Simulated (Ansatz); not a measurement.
Abridged Ansatz (a program for electronic structure) output:

```
Pseudopotential: La, paw, valence charge 11
Pseudopotential: Al, paw, valence charge 3
Pseudopotential: Si, paw, valence charge 4
Crystal: 6 atoms, lattice volume = 133.380 Å³
Basis set: ecut = 420 eV, 2585 PW (Γ), exchange–correlation on 108×108×108 points (8 copies of the dense FFT grid, shifted against one another)
Bands: 24, of which v1, the nominal top of the filled ones, is band 18 counted from 1 (17 counted from 0)
Symmetry: 8 space group operations
k-points: 288 of 3375 (time reversal used)
Functional: x = pbesol(κ = 0.804, μ = 0.12345679012345678), c = pbesol(β = 0.046)
SCF iter   1: F=—  HF=-14618.841578 eV  |F-HF|=—  |Δ(HF+E_count)|=         —  Δρ=2.95e-3  dr2=2.46e-2  ethr=1.77e-3  ⟨swp⟩=6.4  Hψ=38493  notcnv=0
SCF iter   2: F=—  HF=-14618.834721 eV  |F-HF|=—  |Δ(HF+E_count)|=   6.86e-3  Δρ=1.68e-3  dr2=7.36e-3  ethr=6.82e-5  ⟨swp⟩=2.5  Hψ=14174  notcnv=0
SCF 1 converged in 8 iterations: F = -14618.832690 eV  dr2 = 3.88e-11
SCF converged after 8 iterations
Free energy (F): -14618.832690 eV
Internal energy: -14618.825831 eV  (E = F + TS)
E sigma→0 (E₀):  -14618.829261 eV
Entropy (-TS):   -0.006858 eV (-1.143 meV/atom)
Fermi energy:    9.981219 eV
--- Forces (eV/Å), atoms counted from 1 ---
  atom   1  La     0.00000000    -0.00000000    -0.00249529
  atom   2  La    -0.00000000    -0.00000000    -0.00249529
  atom   3  Al    -0.00000000     0.00000000     0.00045578
  atom   4  Al     0.00000000    -0.00000000     0.00045578
  atom   5  Si     0.00000000     0.00000000     0.00203934
  atom   6  Si    -0.00000000    -0.00000000     0.00203934
--- Stress (GPa, compression-positive) ---
       -0.004493       0.000000      -0.000000
        0.000000      -0.004493       0.000000
       -0.000000       0.000000       0.002201
  P = ⅓ Tr σ = -0.0023 GPa (-0.023 kbar)
```

Problem. What was computed, and what are the main results?

Solution. LaAlSi, 6 atoms in the cell, with Ansatz, PBEsol, PAW, cutoff 420 eV, without spin-orbit coupling. The last SCF converged to F = -14618.832690 eV, or -2436.4721 eV per atom, at a pressure of 0.00 GPa. The total energy compares only with runs of the same code, potentials and settings.

Whether these cells are dynamically stable was not tested. All final runs are without spin polarisation. The cell is LaAlSi (space group I4_1md, No. 109; a cell from a computed database, its experimental status unchecked).
